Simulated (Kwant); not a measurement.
System: π system C1=Cc2cccc3cccc1c23 between two chain leads. The π system is taken as planar. Atoms are numbered from 0 in the order of the SMILES. Site energies (eV, carbon 0): [0.0, 0.0, 0.0, 0.0, 0.0, 0.0, 0.0, 0.0, 0.0, 0.0, 0.0, 0.0]. Bonds (i, j, β in eV): (0,1,-3) (1,2,-3) (2,3,-3) (3,4,-3) (4,5,-3) (5,6,-3) (6,7,-3) (7,8,-3) (8,9,-3) (9,10,-3) (10,11,-3) (10,0,-3) (11,2,-3) (11,6,-3). Leads: chains of hopping −4.5 eV, joined by −1.5 eV to atoms 4 and 5.

Site energies and bond integrals are typed Hückel values.

Kwant, Hückel tight-binding model, one pz orbital an atom, one spin, coherent transport at 0 K. Conductance is in e²/h.

Sweep values stay those of the base run.

Base results: transmission at E = 0 0.048.

### Question
What follows from this one change: contacts moved from atoms [4, 5] to [0, 1]?

### Answer
transmission at E = 0 0.048 → 0.11.

### Question
What follows from this one change: contacts moved from atoms [4, 5] to [3, 7]?

### Answer
transmission at E = 0 0.048 → 0.033.

### Question
What follows from this one change: contacts moved from atoms [4, 5] to [3, 5]?

### Answer
transmission at E = 0 0.048 → 0.021.
